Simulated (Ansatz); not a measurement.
# SnO (model structure, started from the h-BN type, P6₃/mmc, No. 194, 4 atoms in the cell): properties by level of theory

```
level (code)           lattice parameter a (Å)  lattice parameter c (Å)  cohesive energy (eV/atom)
---------------------  -----------------------  -----------------------  -------------------------
PBE (Ansatz)                             4.172                    5.238                       3.95
r²SCAN (Ansatz)                              ?                    5.187                       3.77
r²SCAN+rVV10 (Ansatz)                    4.110                        ?                       3.93
```

Problem. Fill in the missing entries.

Solution. 
- r²SCAN (Ansatz, a first-principles code), lattice parameter a (Å): 4.127
- r²SCAN+rVV10 (Ansatz), lattice parameter c (Å): 5.160

Ansatz's density-functional and Hartree–Fock values are scalar-relativistic unless marked +SOC, with PAW data made under PBE.

Free atoms are spin-polarised, in the lowest state found; at levels without +SOC their spin–orbit coupling is left out.

The computed numbers hold no vibrational or temperature effects.

A model structure was made by putting elements into a prototype or built by hand; it is no filed structure, need not be a known phase, and can be a saddle point held by its symmetry.
